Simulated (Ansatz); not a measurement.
## Hypothetical simple cubic Ru: uniaxial stress, 0.5 GPa compression along z

Start from Ru in the simple cubic structure (space group Pm-3m, No. 221; a = 2.4811 Å; a hypothetical phase, not in the database extracts checked; relaxed with 0.1 eV smearing). Axes: x, y, z lie along the cube axes.

Modification: uniaxial stress, 0.5 GPa compression along z; all other stress components relax to zero.

All numbers come from PBEsol (Ansatz, a program for electronic structure; PAW; 420 eV plane waves; without spin-orbit coupling). Γ-centred 26×26×26 mesh, Fermi–Dirac width 0.1 eV.

The volume per atom stays essentially unchanged (15.27 Å³ against 15.26 Å³) and the space group changes from Pm-3m (No. 221) to P4/mmm (No. 123). The shortest interatomic distance falls by 0.005 Å (2.481 Å → 2.476 Å) and the energy hardly moves. The band gap is still zero and the strain response (xx, yy, zz) comes out as (+0.07, +0.07, −0.22) %.

Final structure:

```
CELL_PARAMETERS angstrom
      2.48297     0.00000     0.00000
      0.00000     2.48297     0.00000
      0.00000     0.00000     2.47577
ATOMIC_POSITIONS crystal
  Ru 0.00000 0.00000 0.00000
```

Stability under load was not tested beyond the relaxation. All final runs are without spin polarisation.
